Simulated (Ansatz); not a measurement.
Consider CdO in the rock salt structure (space group Fm-3m, No. 225).

```yaml
crystal:
  lattice:
    - [0.00000, 2.34543, 2.34543]
    - [2.34543, 0.00000, 2.34543]
    - [2.34543, 2.34543, 0.00000]
  atoms:
    - { symbol: O, position: [0.00000, 0.00000, 0.00000] }
    - { symbol: Cd, position: [0.50000, 0.50000, 0.50000] }
```

Cartesian axes are those of the cell as printed.

Level of theory: PBEsol (Ansatz, a program for electronic structure; PAW; 420 eV plane waves; spin-orbit coupling left out), earlier PAW set.

For the base:

The pressure is 0.0 GPa. The band gap comes out as zero and the shortest interatomic distance comes out as 2.345 Å.

One thing is altered: uniaxial strain ε_yy = +3.00 %, all other strain components held at zero, atoms relaxed at fixed cell.

**Question.** What happens to the energy relative to the base?

**Answer.** The energy increases by 6.9 meV/atom.

**Question.** What happens to the pressure?

**Answer.** The pressure (mean of the normal stresses, compression positive) goes from zero to -3.8 GPa.

**Question.** What happens to the band gap?

**Answer.** The band gap stays zero.

**Question.** Predict the new shortest interatomic distance.

**Answer.** The shortest interatomic distance is still 2.345 Å.

The mesh was chosen for an insulator and is coarse for the gapless case. Without a gap, meshes like the base's 12×12×12 leave anisotropic stresses uncertain by several tenths of a GPa, and small strain energies with them. No phonon test of stability was made. All final runs are without spin polarisation. The zero or small gap of CdO can change with the level of theory.
